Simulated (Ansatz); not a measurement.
## A constructed model of the (111) surface of fcc Au, (√3x√3)R30° layer of Br, one a cell, on the site that continues the host's stacking (bottom of the slab: a bare face, its two planes held)

Calculation: PBE (plane waves to 420 eV, PAW; Ansatz, a quantum-chemistry and plane-wave program).

Slab: 19 atoms, 14.1 Å thick at the start; k 9x9x1, smearing 0.1 eV, dipole-corrected; 6 atoms held, the rest relaxed; held to the start's symmetry, so lower structures may exist; no spin, no spin-orbit, no U. It is one candidate, not shown to be the stable structure of the face.

```json
{
  "work_function_of_the_top_face": "5.49 eV",
  "energy_released_by_relaxation": "0.11 eV",
  "cost": "very roughly 11 core-minutes"
}
```
